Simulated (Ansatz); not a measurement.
```
InTa2C
1.0
    3.13711     0.00000     0.00000
   -1.56856     2.71682     0.00000
    0.00000     0.00000    14.32792
Ta In C
4 2 2
Direct
  0.66667   0.33333   0.58342
  0.33333   0.66667   0.41658
  0.33333   0.66667   0.08342
  0.66667   0.33333   0.91658
  0.66667   0.33333   0.25000
  0.33333   0.66667   0.75000
  0.00000   0.00000   0.50000
  0.00000   0.00000   0.00000
```

Ta$_{2}$InC (P6_3/mmc), PBEsol, DFPT electron-phonon coupling, linearised Boltzmann equation (plane waves, PAW, scalar-relativistic; Ansatz, a first-principles code): the phonon-limited resistivity at 300 K is 16.1 μΩ·cm (x, the basal plane), 16.1 μΩ·cm (y, the basal plane), 34.9 μΩ·cm (z, c). Third figures are kept for the arithmetic.

Question: Bound the resistivity of a random, dense polycrystal without boundary scattering, and give the anisotropy.

Answer: Largest over smallest: 2.2. Upper bound, grains in series: (16.1 + 16.1 + 34.9)/3 = 22 μΩ·cm. Lower bound, grains side by side: 3/Σ(1/ρ) = 19.6 μΩ·cm. The best single-crystal direction lies 18 % under the lower bound.

Question: The current-weighted mean free path is 8.17 nm along x and 7.02 nm along z. How does ρ₀ℓ differ between these directions?

Answer: x: 16.1 × 8.17 = 13.2×10⁻¹⁶ Ω·m²; z: 34.9 × 7.02 = 24×10⁻¹⁶ Ω·m², a ratio of 1.86. The size effect in a wire also hangs on the velocities towards its walls, so the isotropic formulas don't carry over to this crystal.

A metal at this level (no band gap). Only scattering by harmonic phonons is included (no impurities, grain boundaries, electron-electron scattering or thermal expansion). Spin-orbit coupling is left out, which matters with elements this heavy. Halving the electron mesh (32x32x8) moves the resistivity by up to 5 % at 300 K, the mean free path by up to 6 %. Smearing 0.20 eV; phonons on a 5x5x1 q mesh, which this run doesn't test.

Computed structure with no diffraction record at hand here (it may be known, metastable or hypothetical): Ta2InC (P6_3/mmc).
